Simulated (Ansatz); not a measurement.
Start from Gd in the hcp (Mg type) structure (space group P6_3/mmc, No. 194; a = 3.569 Å, c = 5.700 Å; ferromagnetic; relaxed with 0.1 eV smearing). Axes: x lies along a and z along c of the hexagonal cell.

Method: PBEsol in Ansatz (plane waves to 420 eV, PAW, no SOC), earlier PAW set.

Base values:

| Item | Result |
|---|---|
| Magnetic state | ferromagnetic |
| Shortest interatomic distance | 3.517 Å |
| Largest site moment | 7.28 μB |

Now apply this change: a pure shear with ε_yz = ε_zy = 0.0239; the atoms relax in the strained cell.

Problem. Estimate the effect on the energy relative to the base.

Solution. The energy increases by 4.8 meV/atom.

Problem. What happens to the stress?

Solution. The stress (xx, yy, zz, yz, xz, xy; compression positive) comes out as (0.0, -0.1, 0.1, -1.0, 0.0, 0.0) GPa.

Problem. How does this affect the magnetic state?

Solution. The magnetic state remains ferromagnetic.

Problem. What happens to the shortest interatomic distance?

Solution. The shortest interatomic distance shrinks by 0.0745 Å (3.517 Å → 3.442 Å).

Problem. How does this affect the largest site moment?

Solution. The largest site moment is nearly the same (7.28 μB against 7.26 μB).

The magnetic state is the one reached from the starting moments; the real material's order can differ, and small cells can't hold many antiferromagnetic ones. The state of the 4f shell was not checked for lower solutions. No phonon test of stability was made.

Ansatz is a program for electronic structure.
